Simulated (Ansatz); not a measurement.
# Ba: biaxial strain +2.50 %, plane normal [001], relaxed out of plane

The parent structure is Ba in the bcc (W type) structure (space group Im-3m, No. 229; a = 4.882 Å; relaxed with 0.1 eV smearing). Axes: x, y, z lie along the cube axes.

It is then changed as follows: tensile biaxial strain of 2.50 % in the plane normal to [001], as in epitaxy on a mismatched substrate; the out-of-plane cell vector and the atoms relax.

Calculations: PBEsol (Ansatz, a program for electronic structure; PAW; 420 eV plane waves; without spin-orbit coupling). Settings: 19×19×19 k-points, 0.1 eV Fermi–Dirac smearing.

| quantity | base | changed | shift |
|---|---|---|---|
| volume per atom | 58.17 Å³ | 59.52 Å³ | +1.343 Å³ |
| space group | Im-3m (No. 229) | I4/mmm (No. 139) | – |
| shortest interatomic distance | 4.228 Å | 4.263 Å | +0.035 Å |
| energy relative to the base (free energy F) | 0 meV/atom | +2.6 meV/atom | +2.6 meV/atom |
| pressure (mean of the normal stresses, compression positive) | 0.0 GPa | -0.2 GPa | -0.2 GPa |
| band gap | zero | zero | – |
| out-of-plane strain | – | -2.62 % | – |
| ratio −ε⊥/ε∥ | – | 1.05 | – |
| mean in-plane stress (compression positive) | – | -0.3 GPa | – |

Final structure (turned so that z lies along the plane normal):

```xyz
1
Lattice="5.0039 0.0000 0.0000 0.0000 5.0039 0.0000 2.5020 -2.5020 2.3770" Properties=species:S:1:pos:R:3 pbc="T T T"
Ba     0.0000     0.0000     0.0000
```

Cost of the whole job for the changed cell (relaxation, final SCF and bands): roughly 30 core-seconds.

Stability against distortions was not tested.
